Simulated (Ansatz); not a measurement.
# A computed series for MoP: response to strain

Take MoP (space group P-6m2, No. 187; relaxed with 0.1 eV smearing) as the base.

```xyz
2
Lattice="3.2077 0.0000 0.0000 -1.6039 2.7779 0.0000 0.0000 0.0000 3.1729" Properties=species:S:1:pos:R:3 pbc="T T T"
Mo     0.0000     0.0000     0.0000
P      1.6039     0.9260     1.5864
```

Cartesian axes are those of the cell as printed.

Strains are applied to the cell and any free atomic positions relax; under biaxial strain the out-of-plane vector relaxes too; under stress the whole cell relaxes.

Computed with DFT with PBEsol, PAW potentials and a 420 eV plane-wave cutoff in Ansatz (a quantum-chemistry and plane-wave program), without spin-orbit coupling, earlier PAW set.

Notes on the quantities. pressure: mean of the normal stresses, compression positive.

```csv
case,pressure,volume per atom,space group
base,0.0 GPa,14.14 Å³,P-6m2 (No. 187)
"biaxial strain +3.45 %, plane normal [001], relaxed out of plane",(withheld),(withheld),P-6m2 (No. 187)
uniaxial strain ε_zz = +0.35 %,(withheld),14.19 Å³,P-6m2 (No. 187)
uniaxial strain ε_zz = +2.13 %,(withheld),14.44 Å³,P-6m2 (No. 187)
tensor shear ε_xz = −0.96 %,0.1 GPa,14.14 Å³,C2 (No. 5)
"uniaxial stress, 1 GPa tension along z",–,14.15 Å³,P-6m2 (No. 187)
```

Q: Some entries are withheld; estimate them.

A: 
- biaxial strain +3.45 %, plane normal [001], relaxed out of plane, pressure: -7.8 GPa
- biaxial strain +3.45 %, plane normal [001], relaxed out of plane, volume per atom: 14.80 Å³
- uniaxial strain ε_zz = +0.35 %, pressure: -1.0 GPa
- uniaxial strain ε_zz = +2.13 %, pressure: -5.6 GPa

Stability under load was not tested beyond the relaxation. All final runs are without spin polarisation. An odd electron count without spin: MoP.
